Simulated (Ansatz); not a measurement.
Worked example: self-consistent single point of LiZn₃ (I4mm, 4 atoms in the cell) in Ansatz (a program for electronic structure).

Level of theory: LDA (PW92), default PAW files made with PBE (plane waves; Ansatz).

```yaml
crystal:
  lattice:
    - [0.00000, 3.02014, 3.02014]
    - [3.02014, 0.00000, 3.02014]
    - [3.02014, 3.02014, 0.00000]
  atoms:
    - { symbol: Li, position: [0.00828, 0.00828, 0.99172] }
    - { symbol: Zn, position: [0.25000, 0.25000, 0.25000] }
    - { symbol: Zn, position: [0.75000, 0.75000, 0.75000] }
    - { symbol: Zn, position: [0.50000, 0.50000, 0.50000] }
```

Reference input (self-consistent single point, DFT, LDA (PW92), plane waves, default PAW files made with PBE): basis.ecutwfc = 420 eV; kpoints.mp_grid.grid = 10 10 10; hamiltonian.xc = lda; hamiltonian.pseudopotentials = {kind: paw} (the program's default PAW files); scf.occupations.method = gaussian; scf.occupations.width = 0.1 eV. This run's input differs from it in these lines:

Ansatz 0.2 input:
```diff
@@ -14,3 +14,3 @@
 kpoints:
-  mp_grid: { grid: [10, 10, 10] }
+  mp_grid: { grid: [5, 5, 5] }
 hamiltonian:
@@ -19,3 +19,3 @@
 scf:
-  occupations: { method: gaussian, width: 0.1 }
+  occupations: { method: gaussian, width: 0.05 }
 output:
```

Output (repeated stretches shortened):

```
SCF iter   1: F=—  HF=-9941.105747 eV  |F-HF|=—  |Δ(HF+E_count)|=         —  Δρ=5.22e-3  dr2=8.45e-3  ethr=1.77e-3  ⟨swp⟩=5.7  Hψ=1844  notcnv=0
all-band conjugate gradients solve this SCF's bands
preconditioner: auto → none
SCF iter   2: F=—  HF=-9941.099667 eV  |F-HF|=—  |Δ(HF+E_count)|=   6.08e-3  Δρ=2.07e-3  dr2=1.24e-3  ethr=2.17e-5  ⟨swp⟩=2.0  Hψ=982  notcnv=0  defer=6
   [... lines left out ...]
SCF iter   4: F=—  HF=-9941.098807 eV  |F-HF|=—  |Δ(HF+E_count)|=   5.21e-4  Δρ=3.09e-4  dr2=2.84e-5  ethr=3.18e-6  ⟨swp⟩=2.0  Hψ=744  notcnv=0  defer=6
SCF iter   5: F=—  HF=-9941.098809 eV  |F-HF|=—  |Δ(HF+E_count)|=   1.72e-6  Δρ=8.17e-5  dr2=2.61e-6  ethr=7.27e-8  ⟨swp⟩=2.0  Hψ=738  notcnv=0  defer=6
SCF iter   6: F=—  HF=-9941.098807 eV  |F-HF|=—  |Δ(HF+E_count)|=   1.56e-6  Δρ=4.30e-5  dr2=4.66e-7  ethr=6.69e-9  ⟨swp⟩=2.0  Hψ=749  notcnv=0  defer=6
SCF iter   7: F=-9941.098807 eV  HF=-9941.098807 eV  |F-HF|=1.19e-8  |Δ(HF+E_count)|=   9.74e-8  Δρ=8.25e-6  dr2=1.78e-8  ethr=2.56e-10  ⟨swp⟩=6.6  Hψ=1939  notcnv=0
SCF 1 converged in 7 iterations: F = -9941.098807 eV  dr2 = 1.78e-8
Free energy (F): -9941.098807 eV
Internal energy: -9941.094905 eV  (E = F + TS)
E sigma→0 (E₀):  -9941.096856 eV
Entropy (-TS):   -0.003901 eV (-0.975 meV/atom)
Fermi energy:    9.378984 eV
--- Forces (eV/Å), atoms counted from 1 ---
  atom   1  Li     0.00000000     0.00000000    -0.15573058
  atom   2  Zn     0.00000000    -0.00000000     0.06761573
  atom   3  Zn     0.00000000    -0.00000000     0.06761573
  atom   4  Zn    -0.00000000    -0.00000000     0.02049340
--- Stress (GPa, compression-positive) ---
       -5.057610       0.000000      -0.000000
        0.000000      -5.057610      -0.000000
       -0.000000       0.000000      -5.090580
  P = ⅓ Tr σ = -5.0686 GPa (-50.686 kbar)
  The stress holds the Pulay correction. Without it, at fixed plane waves, as pw.x and ABINIT print it: P = -5.1111 GPa
```

The run converged in 7 iterations. Against the reference run the free energy drops by 3.0 meV/atom, the pressure goes from -4.92 to -5.07 GPa and the largest force goes from 0.150 to 0.156 eV/Å.

The starting cell comes from a database of computed structures (which also holds hypothetical and non-ambient phases and stackings), without a prior relaxation at this level. Its lattice was rescaled by up to half a per cent. One atom was moved a little off its site on purpose. With a pressure of about -5 GPa the cell is away from its equilibrium volume at this level. Ansatz's pressure includes its estimate of the finite-basis (Pulay) stress.
